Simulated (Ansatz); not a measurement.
**Point defect Ta on the W site in bcc W**

Computed with PBE, PAW (plane waves to 420 eV; Ansatz, a quantum-chemistry and plane-wave program). Cell and caveats: 54-site cell; 4×4×4 shifted k-points; start: the W site; no spin–orbit coupling; energies good to tenths of an eV; the relaxation kept the symmetry of the starting site.

Neighbours after relaxation, in Å: of the Ta atom: W 2.77, W 2.77, W 2.77, W 2.77, W 2.77, W 2.77, W 2.77, W 2.77 (the shell may go on).

Formation energies E_f are those of the neutral cell. Chemical conditions: host crystal and elements as references (Δμ(W) = 0.00 eV, Δμ(Ta) = 0.00 eV; Ta taken from its element, since no compound that bounds it was computed at this level; only phases computed here count, gases as isolated molecules at 0 K). Reference phases: Ta: bcc Ta, W: bcc W.

```csv
charge,moment (μB),point group,largest move off a lattice site (Å),"E_f, host crystal and elements as references (eV)"
0,not spin-polarised,Oh,0.02,-0.48
```

Point groups are those of the whole cell at tolerances of 0.03 and 0.1 Å ("near" where only the looser one holds); none is given for unsettled states.

All states together cost roughly 4 core-minutes.
